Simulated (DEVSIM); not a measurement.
Schottky contact on n-type Si

Structure: Schottky contact on n-type Si, at 300 K.

```
layer (left to right)  material  thickness (μm)  Nd (cm⁻³)   τn (s)   τp (s)
---------------------  --------  --------------  ---------  -------  -------
1                            Si           0.150     4.7e16  0.00011  0.00011
```

Left contact: Schottky, work function 4.54 eV, emission velocity 2.1e6 cm/s. Right contact: ohmic. Voltage is applied to the left contact. Recombination: SRH at mid-gap, radiative. Mobility is μmin + (μ − μmin)/(1 + (N/Nref)^α).

Constants are typed, rounded textbook-type inputs, not results; the design itself was drawn at random and stands for no fabricated device. Values at 300 K.

| parameter | Si |
|---|---|
| gap (eV) | 1.124 |
| affinity (eV) | 4.05 |
| permittivity | 11.7 |
| Nc (cm⁻³) | 2.86e19 |
| Nv (cm⁻³) | 3.1e19 |
| μn (cm²/Vs) | 1417 |
| μp (cm²/Vs) | 470 |
| μn,min | 52 |
| μp,min | 45 |
| Nref,n | 9.7e16 |
| Nref,p | 2.2e17 |
| αn | 0.68 |
| αp | 0.72 |
| B (cm³/s) | 4.7e-15 |

DEVSIM, 1D drift-diffusion, Boltzmann statistics, complete ionisation; no tunnelling, impact ionisation, image-force lowering or self-heating. Metal contacts follow the ideal Schottky-Mott rule: no Fermi-level pinning, no interface dipoles.

The potential step across the device at zero bias comes out as 0.324 V and the largest field in the device at zero bias is 66000 V/cm. The dark forward voltage at 1 A/cm² comes out as 0.078 V. The dark forward voltage at 100 A/cm² is 0.195 V.

Dark forward current:

| V (V) | J (A/cm²) |
|---|---|
| 0.05 | 0.32 |
| 0.10 | 2.5 |
| 0.15 | 18 |
| 0.20 | 120 |
| 0.25 | 770 |
| 0.30 | 4000 |

Small-signal capacitance in reverse bias (quasi-static):

```json
[
 {"V (V)": "-0.2", "C (nF/cm²)": "89.0"},
 {"V (V)": "-0.5", "C (nF/cm²)": "74.0"},
 {"V (V)": "-1", "C (nF/cm²)": "69.6"},
 {"V (V)": "-1.5", "C (nF/cm²)": "69.2"},
 {"V (V)": "-2", "C (nF/cm²)": "69.1"}
]
```
